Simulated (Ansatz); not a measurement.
Consider a periodic stack without vacuum, fcc Al (0 0 1) on ceria (1 1 1) (film strained to the substrate, started from cuts of the bulks and a machine-learned relaxation): substrate slab Ce15O24, film Al30, surface cells [[-2, 3], [-1, 0]] and [[5, 3], [0, 1]], film strained by -4.4 and -0.7 %, outermost planes Ce/Ce and Al/Al as cut, which need not be the usual terminations and can put a slab off its formula. Its start:

```
Al10Ce5O8
1.0
   10.22312     0.00000    -0.00210
    0.73022     3.79435    -0.00031
    2.61096     1.79071    28.66032
Ce O Al
15 24 30
Direct
  0.96757   0.08811   0.05004
  0.63347   0.73616   0.05127
  0.30346   0.40349   0.05052
  0.72174   0.13493   0.16210
  0.38748   0.80175   0.16200
  0.05480   0.47018   0.16265
  0.47492   0.19561   0.27123
  0.14202   0.86224   0.27139
  0.80813   0.52950   0.27121
  0.22883   0.25516   0.38053
  0.89499   0.92266   0.37996
  0.56231   0.58881   0.38035
  0.98340   0.31294   0.49165
  0.64809   0.98085   0.49220
  0.31465   0.64691   0.49158
  0.95258   0.04383   0.12808
  0.61853   0.70407   0.12886
  0.28184   0.37368   0.12842
  0.07695   0.52647   0.06130
  0.74311   0.17411   0.06469
  0.40930   0.84283   0.06702
  0.70329   0.09867   0.24239
  0.37043   0.76423   0.24259
  0.03705   0.43168   0.24271
  0.82728   0.56918   0.18709
  0.49300   0.23472   0.18670
  0.16046   0.90213   0.18745
  0.45678   0.15602   0.35555
  0.12347   0.82232   0.35569
  0.78909   0.49010   0.35517
  0.57954   0.62698   0.29982
  0.24679   0.29291   0.30005
  0.91304   0.96034   0.30003
  0.20757   0.20971   0.47603
  0.87251   0.87481   0.48062
  0.54116   0.54300   0.47746
  0.33330   0.68348   0.41395
  0.99735   0.35150   0.41393
  0.66649   0.01704   0.41430
  0.85676   0.76850   0.66400
  0.05555   0.17406   0.65634
  0.25133   0.57552   0.65778
  0.44628   0.97518   0.66224
  0.64735   0.37109   0.66766
  0.85721   0.31012   0.59277
  0.06709   0.71229   0.58328
  0.27372   0.10776   0.58570
  0.47620   0.50401   0.58774
  0.66585   0.90236   0.59808
  0.81809   0.70207   0.80893
  0.02073   0.10129   0.80464
  0.22171   0.50053   0.80718
  0.42133   0.90198   0.80920
  0.61773   0.30254   0.81187
  0.83675   0.23670   0.73570
  0.03938   0.63728   0.73153
  0.23550   0.03840   0.73304
  0.43352   0.43821   0.73540
  0.63493   0.83589   0.73866
  0.79953   0.62825   0.95488
  0.99209   0.03020   0.94443
  0.18152   0.43271   0.95232
  0.38356   0.84957   0.95591
  0.58439   0.25394   0.95949
  0.79720   0.17456   0.88226
  0.00511   0.56671   0.87565
  0.21013   0.96543   0.87919
  0.40595   0.37353   0.88358
  0.60328   0.77527   0.88718
```

The start was prepared with a machine-learned potential, and the result is one local minimum, with the in-plane cell held and forces under 0.04 eV/Å; the film can end far from its bulk form.

Calculation: PBE (plane waves to 420 eV, PAW; Ansatz, an electronic-structure program). No spin–orbit coupling; the runs are not spin-polarised; PBE gaps are too small against experiment; cerium has no Hubbard term. Its k-point mesh 3×7×1, Fermi–Dirac width 0.05 eV.

Predict the relaxed interface.


```
Quantity                                                                                    Value
--------------------------------------------------------------------------------  ---------------
interface area                                                                            38.8 Å²
period                                                                                    28.80 Å
gaps between the outermost planes at the two interfaces                           2.71 and 2.73 Å
Al–Ce contacts across the interfaces within 1.22 times the sum of covalent radii  21, mean 3.53 Å
```
